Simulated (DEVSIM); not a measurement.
System: CdS/CdTe n-p heterojunction, at 350 K.

| layer (left to right) | material | thickness (μm) | Nd (cm⁻³) | Na (cm⁻³) | τn (s) | τp (s) |
|---|---|---|---|---|---|---|
| 1 | CdS | 1.80 | 4.4e17 | - | 3.7e-10 | 3.7e-10 |
| 2 | CdTe | 0.390 | - | 3.5e17 | 3.7e-10 | 3.7e-10 |

Left contact: ohmic. Right contact: ohmic. Voltage is applied to the left contact. Recombination: SRH at mid-gap, Auger. Mobility is μmin + (μ − μmin)/(1 + (N/Nref)^α).

This is a model device: material constants are rounded textbook-type values typed into the input, and sizes, dopings and lifetimes were drawn at random. Values at 300 K; Nc and Nv go as T^1.5, mobilities as T to minus their exponent, the gap by Varshni's rule with the affinity fixed.

```csv
parameter,CdS,CdTe
gap (eV),2.4,1.5
affinity (eV),4.3,4.28
permittivity,9,10.2
Nc (cm⁻³),2.2e18,8e17
Nv (cm⁻³),1.8e19,1.8e19
μn (cm²/Vs),300,1000
μp (cm²/Vs),25,80
"μn,min",30,100
"μp,min",3,10
"Nref,n",1e17,1e17
"Nref,p",1e17,1e17
αn,0.6,0.6
αp,0.6,0.6
T exponent of μn,1.5,1.7
T exponent of μp,1.5,1.5
Cn (cm⁶/s),1e-30,1e-30
Cp (cm⁶/s),1e-30,1e-30
Varshni α (eV/K),0.00039,0.00031
Varshni β (K),103,108
```

Model (solved in DEVSIM): 1D drift-diffusion, Boltzmann statistics, complete ionisation; no tunnelling, impact ionisation, image-force lowering or self-heating. Band offsets follow the typed affinities; no thermionic-emission limit at abrupt steps, no polarisation charge.

The temperature was swept, all else fixed.

```
temperature (K)  largest field in the device at zero bias (V/cm)  potential step across the device at zero bias (V)  dark forward voltage at 1 A/cm² (V)  dark forward voltage at 100 A/cm² (V)
---------------  -----------------------------------------------  -------------------------------------------------  -----------------------------------  -------------------------------------
250                                                       330000                                              1.386                                  [?]                                    [?]
300                                                       330000                                              1.337                                1.120                                  1.247
350                                                       320000                                              1.284                                1.029                                  1.178
400                                                       310000                                              1.230                                0.936                                  1.106
450                                                       300000                                              1.174                                0.840                                  1.033
500                                                       290000                                              1.116                                0.743                                  0.958
```

Q: Some entries are withheld; supply them.

A: 
- 250, dark forward voltage at 1 A/cm² (V): 1.209
- 250, dark forward voltage at 100 A/cm² (V): 1.314
